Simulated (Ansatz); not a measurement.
## Al: uniaxial strain ε_zz = +1.00 %

Consider Al in the fcc (Cu type) structure (space group Fm-3m, No. 225; a = 4.015 Å; relaxed with 0.1 eV smearing). Axes: x, y, z lie along the cube axes.

Perturbation: uniaxial strain ε_zz = +1.00 %, all other strain components held at zero; the atoms relax in the strained cell.

All numbers come from Ansatz (a program for electronic structure), PBEsol, PAW, cutoff 420 eV, no SOC. k-mesh 28×28×28 (Γ-centred); smearing 0.1 eV (Fermi–Dirac).

The volume per atom increases by 0.16 Å³ to 16.35 Å³ and the space group changes from Fm-3m (No. 225) to I4/mmm (No. 139). The shortest interatomic distance remains 2.839 Å and the energy rises by 0.6 meV/atom. The pressure (mean of the normal stresses, compression positive) goes from zero to -0.8 GPa and the band gap is still zero. The stress (xx, yy, zz, yz, xz, xy; compression positive) comes out as (-0.7, -0.7, -1.1, 0.0, 0.0, 0.0) GPa.

Final structure:

```
Al
1.0
    0.00000     2.00773     2.02781
    2.00773     0.00000     2.02781
    2.00773     2.00773     0.00000
Al
1
Direct
  0.00000   0.00000   0.00000
```

Cost of the whole job for the changed cell (relaxation, final SCF and bands): roughly 30 core-seconds.

No phonon test of stability was made.
